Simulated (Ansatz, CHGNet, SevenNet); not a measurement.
## TaAs (model structure, started from the NbAs type, I4₁md, No. 109, 4 atoms in the cell): properties by level of theory

| level (code) | lattice constant a (Å) | c axis length (Å) |
|---|---|---|
| CHGNet 0.3.0 | 3.444 | … |
| SevenNet-0 | 3.487 | 11.633 |
| SevenNet-l3i5 | … | 11.738 |
| PBE (Ansatz) | … | 11.734 |
| PBEsol (Ansatz) | 3.429 | … |
| r²SCAN (Ansatz) | 3.442 | 11.712 |

Task: What belongs in the gaps?

Result: 
- CHGNet 0.3.0, c axis length (Å): 11.901
- SevenNet-l3i5, lattice constant a (Å): 3.470
- PBE (Ansatz, an electronic-structure program), lattice constant a (Å): 3.463
- PBEsol (Ansatz), c axis length (Å): 11.583

Ansatz's density-functional and Hartree–Fock values are scalar-relativistic unless marked +SOC, with PAW data made under PBE.

A model structure was made by putting elements into a prototype or built by hand; it is no filed structure, need not be a known phase, and can be a saddle point held by its symmetry.
